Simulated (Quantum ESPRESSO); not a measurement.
Quantum ESPRESSO 7.5, DFT, PBE, plane waves, PseudoDojo 0.5 standard norm-conserving PBE (local tails restored to the Coulomb form): 3C-SiC, 2 atoms. Basis and mesh were picked for this test and aren't claimed converged.

- cell: 3.08, 3.08, 3.08 Å; 60, 60, 60°
- task: phonons by DFPT
- k mesh: 10×10×10
- ecutwfc: 82 Ry
- ecutrho: 328 Ry
- occupations: fixed
- conv_thr: 1e-12 Ry
- tprnfor: true
- tstress: false
- q: [0, 0, 0] 2π/alat, Cartesian
- k-points computed: 47

Hardware: Intel Xeon 6 (Granite Rapids), 96 cores on 1 socket, 2 hardware threads a core, 3 L3 cache groups, 3 NUMA nodes.

Times are wall-clock medians of two to five runs, from launch to exit, with nothing else on the machine. Unless noted, each process is bound to its own block of adjacent cores. The build: conda-forge: Open MPI 5.0, OpenMP, OpenBLAS 0.3.34 (pthreads), FFTW, ScaLAPACK, ELPA; another build can shift the numbers. Scratch files lie in a memory file system. A preparatory run goes ahead and isn't timed.

All on 16 ranks. Base settings, kept where nothing else is said: tr2_ph = 1e-14, -nk 16, nmix_ph = 4 (default). The candidates, on 16 cores each, agree within 1.0 cm⁻¹ in frequencies (largest shift), 10 cm⁻¹ in the acoustic modes at q = 0 (no sum rule applied; largest shift):
A. nmix_ph = 2
B. -nk 1
C. the base settings
D. -nk 4
E. -nk 2
F. tr2_ph = 1e-16

Question: Which choice gives the shortest wall time?

Answer: C and A, at 3.8 s to 4.1 s, level within 8 % or the scatter of repeats. At the other end B takes 1.8× as long.

| candidate | wall time | repeats | response iterations (all representations) |
|---|---|---|---|
| C | 3.8 s | 5 runs within 2 % | 10 |
| A | 4.1 s | 3 runs within 2 % | 11 |
| D | 4.2 s | 3 runs within 1 % | 10 |
| F | 4.4 s | 3 runs within 1 % | 12 |
| E | 4.8 s | 3 runs within 1 % | 10 |
| B | 6.9 s | 3 runs within 1 % | 10 |

From the slowest to the fastest: The largest move is in solving the linear systems (cgsolve): 4.8 s to 1.6 s.
